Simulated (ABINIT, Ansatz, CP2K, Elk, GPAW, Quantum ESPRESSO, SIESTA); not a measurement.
**CdF2 (Fm-3m, 3 atoms in the cell) computed with different codes at matched settings**

Self-consistent single point.

```yaml
crystal:
  lattice:
    - [0.00000, 2.69188, 2.69188]
    - [2.69188, 0.00000, 2.69188]
    - [2.69188, 2.69188, 0.00000]
  atoms:
    - { symbol: Cd, position: [0.00000, 0.00000, 0.00000] }
    - { symbol: F, position: [0.25000, 0.25000, 0.25000] }
    - { symbol: F, position: [0.75000, 0.75000, 0.75000] }
```

All programs got the same cell, k-point mesh and kind of occupations (some realise fixed ones as a very narrow smearing) (in Ansatz's words: kpoints.mp_grid.grid = 7 7 7; scf.occupations.method = fixed); potentials, basis and cutoffs are each program's usual ones.

```tsv
code	model	pressure (GPa)	gap on the mesh (eV)	k-points	cutoff
Elk	PBE, all-electron FP-LAPW, Elk's shipped species files, LAPW+lo basis	–	3.212	20	rgkmax 8
ABINIT	PBE, PAW (JTH v2.0 PBE PAW)	5.09	3.140	20	653 eV
SIESTA	GGA PBE, numerical atomic orbitals DZP, PseudoDojo PBE standard norm-conserving potentials (rewritten from UPF to PSML)	-0.65	3.211	172	grid 300 Ry
GPAW	PBE, GPAW PAW datasets PBE (gpaw-data 1.0.1)	–	3.137	20	950 eV
Ansatz	PBE, default PAW files	5.07	3.168	20	420 eV
CP2K	PBE, GPW, DZVP-MOLOPT-SR-GTH basis, GTH-PBE potentials (GTH_POTENTIALS)	7.64	3.103	172	grid 550 Ry
Quantum ESPRESSO	PBE, PseudoDojo standard norm-conserving (PBE) pseudopotentials	5.53	3.191	20	105 Ry
```

A dash marks a value that a program does not give, or that is left out as unsure.

Gaps are read on the mesh.

The spread over the programs that give each value: pressure within 8.29 GPa; gap on the mesh within 0.109 eV.

The starting cell comes from a database of computed structures (which also holds hypothetical and non-ambient phases and stackings), without a prior relaxation at this level. Its lattice was rescaled by a random factor within 2.5 % of one. On Ansatz's run: In the base run, with a pressure of about 6 GPa the cell is away from its equilibrium volume at this level.

Problem. Why do the programs differ, and what cannot be compared?

Solution. Differences of this kind can come from the potentials, where these differ, and from what each basis and cutoff leave unconverged. The valence holds different numbers of electrons (ABINIT 26, SIESTA 34, GPAW 26, Ansatz (a quantum-chemistry and plane-wave program) 34, CP2K 26, Quantum ESPRESSO 34). The zero of total energies and Fermi levels follows the potentials and each program's conventions, so they are not compared here. SIESTA and CP2K use small atom-centred bases, whose incompleteness enters pressures, forces and empty levels differently from a plane-wave cutoff. Elk treats all electrons, but the usual bases taken here (sphere radii, linearisation, local orbitals, empty states) were not tested for convergence, so the values are no reference for the others. Ansatz's pressure is given at a fixed set of plane waves, as the other plane-wave codes print theirs; with its correction for the finite basis it is 5.74 GPa (the shift of 0.67 GPa shows how far the cutoff is from converged). The pressure of GPAW is left out: its cutoff lies under the one at which its stress was checked. The programs reduce the same mesh by symmetry to different extents, which changes the work and not the result. In the pressure, SIESTA (by 5.74) and CP2K (by 2.55) lie more than 1 GPa from the median of the plane-wave programs.

Left out of this page: FLEUR (with a known weakness of the program).

Keys are those of Ansatz 0.2.
